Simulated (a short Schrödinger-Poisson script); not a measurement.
MOS inversion layer, SiO2 on p-type Si(100)

Structure: MOS inversion layer, SiO2 on p-type Si(100), at 300 K.

```csv
layer,material,thickness (nm),Na (cm⁻³)
1,SiO2,3.6,-
2,Si,1500,8.3e16
```

The device is made up for the run: typed textbook-type constants, with dimensions and the other settings drawn at random. SiO2: permittivity 3.9, conduction-band edge (eV) 3.15, gap (eV) 9, electron mass (mₑ) 0.5. Si: permittivity 11.7, conduction-band edge (eV) 0, gap (eV) 1.124, Nv at 300 K (cm⁻³) 3.1e19.

Channel valleys (confinement mass, in-plane density-of-states mass, number): Δ2 0.916, 0.19, 2; Δ4 0.19, 0.417, 4. At the gate the conduction-band edge of layer 1 lies 3.74 eV − eVg above the Fermi level of the channel; the field vanishes at the back. Gaps are held at their typed values at every temperature. Mesh 0.03 nm at interfaces.

From a short Schrödinger-Poisson script (our own, NumPy): 1D Poisson equation in equilibrium, electrons quantum, Hartree (BenDaniel-Duke, 12 states a valley, the channel's in-plane mass for all, wave functions free to enter the dielectric), parabolic valleys, classical holes, full ionisation, no traps, pinning or gate leakage.

```
Vg (V)  electrons (cm⁻²)  C (μF/cm²)  Δ2 E0 (meV)  Δ2 E1 (meV)  Δ4 E0 (meV)  Δ4 E1 (meV)
------  ----------------  ----------  -----------  -----------  -----------  -----------
0.45              4.79e7      0.0923        324.4        357.2        350.6        405.2
0.6               7.45e9       0.120        192.3        227.3        220.2        278.5
0.75             2.49e11       0.539         99.1        137.8        129.8        192.1
0.9              8.39e11       0.712         64.2        108.4         99.1        165.6
1.05             1.53e12       0.770         45.4         94.9         84.3        154.4
1.2              2.27e12       0.799         32.3         86.8         74.9        148.1
1.35             3.02e12       0.818         22.0         81.2         68.1        144.0
1.5              3.79e12       0.830         13.6         77.0         62.8        141.1
1.65             4.57e12       0.840          6.2         73.7         58.4        139.0
1.8              5.36e12       0.847         -0.3         71.0         54.6        137.3
1.95             6.16e12       0.853         -6.2         68.8         51.3        135.9
2.1              6.96e12       0.858        -11.7         66.8         48.3        134.8
2.25             7.77e12       0.862        -16.8         65.2         45.6        133.9
2.4              8.57e12       0.866        -21.6         63.7         43.1        133.1
2.55             9.39e12       0.869        -26.1         62.3         40.7        132.4
2.7              1.02e13       0.872        -30.5         61.2         38.5        131.8
2.85             1.10e13       0.874        -34.7         60.1         36.3        131.3
3                1.18e13       0.876        -38.7         59.1         34.3        130.8
```

Gate voltages with under 1e6 electrons/cm² are left out.

Subbands count from the Fermi level.
